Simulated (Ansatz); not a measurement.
The starting structures come from a database of crystals and need not be the phases stable at ambient conditions.

Inside the gap of an insulator the Bloch states are evanescent, with a wavenumber k + iκ along the transport direction.

Data:

```
CELL_PARAMETERS angstrom
      5.65104     0.00000     0.00000
      0.00000     8.00688     0.00000
      2.82552    -0.40353     4.00919
ATOMIC_POSITIONS crystal
  Pd 0.50000 0.50000 0.50000
  Pd 0.00000 0.00000 0.50000
  Se 0.06981 0.25000 0.00000
  Se 0.93019 0.75000 0.00000
  O  0.26453 0.71911 0.65150
  O  0.73547 0.28089 0.34850
  O  0.91603 0.78089 0.34850
  O  0.08397 0.21911 0.65150
  O  0.25809 0.41891 0.95858
  O  0.74191 0.58109 0.04142
  O  0.21667 0.08109 0.04142
  O  0.78333 0.91891 0.95858
```

Space group of this cell: C2/c. The cell is taken as given.

Transport runs along the normal of the first two printed cell vectors.

No gap correction and no spin-orbit coupling; mid-gap values are interpolated between computed energies.

Problem. Give the band gap and the smallest decay constant κ at mid-gap that PBEsol run with Ansatz (a first-principles code) yields.

Solution. Gap 1.31 eV on a 8×4×8 mesh; κ = 0.397 1/Å, at the zone centre.
